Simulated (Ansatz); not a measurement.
System: AlC6 (model structure, P6/mmm, No. 191, 7 atoms in the cell). Method: PBEsol in Ansatz (PAW).

Input file:

Ansatz 0.2 input:
```yaml
crystal:
  lattice:
    - [4.2716001806, -0.0000002893, 0.0]
    - [-2.1357998398, 3.6993144158, 0.0]
    - [0.0, 0.0, 5.8139739492]
  atoms:
    - { symbol: C, position: [0.333470595, 0.333470595, 0.0] }
    - { symbol: C, position: [0.333470595, 0.0, 0.0] }
    - { symbol: C, position: [0.0, 0.666529405, 0.0] }
    - { symbol: C, position: [0.0, 0.333470595, 0.0] }
    - { symbol: C, position: [0.666529405, 0.0, 0.0] }
    - { symbol: C, position: [0.666529405, 0.666529405, 0.0] }
    - { symbol: Al, position: [0.0, 0.0, 0.5] }
basis:
  ecutwfc: 520
  ecutrho_ratio: 4
  xc_grid: 2
kpoints:
  mp_grid: { grid: [18, 18, 10] }
hamiltonian:
  xc: pbesol
  dispersion: none
  pseudopotentials: { kind: paw }
scf:
  occupations: { method: fermi_dirac, width: 0.05 }
  convergence: { dr2_threshold: 0.0000000007 }
output:
  forces: true
  stress: true
  eigenvalues: true
```

Question: How many irreducible k-points, plane waves at Γ does the program set up, and what pressure does the run end with?

Answer: 222 irreducible k-points, 2475 plane waves at Γ; P = -1.62 GPa, so the cell is stretched on average and its volume would shrink at this level.

From the output:

```
Crystal: 7 atoms, lattice volume = 91.872 Å³
Basis set: ecut = 520 eV, 2475 PW (Γ), exchange–correlation on 64×64×90 points (8 copies of the dense FFT grid, shifted against one another)
Bands: 21, of which v1, the nominal top of the filled ones, is band 14 counted from 1 (13 counted from 0)
Symmetry: 24 space group operations
Space group: P6/mmm (ITA 191), of the structure as read, at distance tolerance 4.5e-5 Å
k-points: 222 of 3240
Functional: x = pbesol(κ = 0.804, μ = 0.12345679012345678), c = pbesol(β = 0.046)
SCF iter   1: F=—  HF=-2002.332675 eV  |F-HF|=—  |Δ(HF+E_count)|=         —  Δρ=5.85e-3  dr2=2.70e-2
SCF iter   2: F=—  HF=-2002.336270 eV  |F-HF|=—  |Δ(HF+E_count)|=   3.60e-3  Δρ=3.72e-3  dr2=1.18e-2
  ...
SCF iter   8: F=—  HF=-2002.339847 eV  |F-HF|=—  |Δ(HF+E_count)|=   3.30e-9  Δρ=6.36e-7  dr2=8.18e-10
SCF iter   9: F=-2002.339847 eV  HF=-2002.339847 eV  |F-HF|=9.55e-12  |Δ(HF+E_count)|=  1.76e-10  Δρ=1.46e-7  dr2=2.56e-11
SCF 1 converged in 9 iterations: F = -2002.339847 eV  dr2 = 2.56e-11
SCF converged after 9 iterations
Free energy (F): -2002.339847 eV
Internal energy: -2002.321110 eV  (E = F + TS)
E sigma→0 (E₀):  -2002.330478 eV
Fermi energy:    5.443613 eV
--- Forces (eV/Å), atoms counted from 1 ---
  atom   1  C     -0.01382652    -0.02394823     0.00000000
  atom   2  C     -0.02765303     0.00000000     0.00000000
  atom   3  C     -0.01382651     0.02394823     0.00000000
  atom   4  C      0.01382651    -0.02394823     0.00000000
  atom   5  C      0.02765303    -0.00000000     0.00000000
  atom   6  C      0.01382652     0.02394823     0.00000000
  atom   7  Al    -0.00000000     0.00000000     0.00000000
--- Stress (GPa, compression-positive) ---
       -1.964767       0.000000      -0.000000
       -0.000000      -1.964767      -0.000000
       -0.000000      -0.000000      -0.930219
  P = ⅓ Tr σ = -1.6199 GPa (-16.199 kbar)
```

The PAW data were made under PBE.

Note: the relaxation could raise the start's symmetry but not lower it, so the cell can be a saddle point. Note: cell and atoms aren't relaxed at this level (largest force component 0.03 eV/Å, pressure -1.6 GPa). Note: the cell has widely spaced layers and the level no dispersion term, so their spacing and the moduli can rest on weak binding.

Computing time: roughly 40 core-seconds.

A model structure was made by putting elements into a prototype or built by hand; it is no filed structure, need not be a known phase, and can be a saddle point held by its symmetry.

Ansatz is a first-principles code.
